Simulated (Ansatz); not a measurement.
The starting structures come from a database of crystals and need not be the phases stable at ambient conditions.

Tunnelling through a barrier is set by its complex band structure: the current falls as exp(−2κd) with the smallest κ.

Given:

```
CELL_PARAMETERS angstrom
      4.00508     0.00000     0.00000
     -2.00254     7.01435    -0.10508
      2.00254    -2.52374    13.07595
ATOMIC_POSITIONS crystal
  Te 0.39004 0.46620 0.68612
  Te 0.08291 0.61510 0.44929
  Te 0.78000 0.78153 0.22153
  Te 0.04111 0.24675 0.16453
  Te 0.34956 0.10017 0.40105
  Te 0.65630 0.93711 0.62452
  Te 0.95674 0.79190 0.87842
  As 0.48926 0.97776 0.99925
  As 0.18541 0.11780 0.74697
  As 0.87716 0.29393 0.53961
  As 0.55270 0.42264 0.31724
  As 0.24619 0.59464 0.10226
  I  0.69802 0.32294 0.92690
```

Space group of this cell: Cm. The cell was relaxed by PBE-D3(BJ); by r2SCAN its mean pressure is 1.9 GPa.

Transport runs along the normal of the first two printed cell vectors.

The gap is the functional's own, uncorrected, and κ follows it; spin-orbit coupling is left out. Mid-gap values are interpolated between the computed energies.

Estimate the band gap and the smallest decay constant κ at mid-gap that r2SCAN run with Ansatz (a program for electronic structure) returns for this system.

Gap 0.33 eV on a 8×8×8 mesh; κ = 0.050 1/Å, at the zone centre.
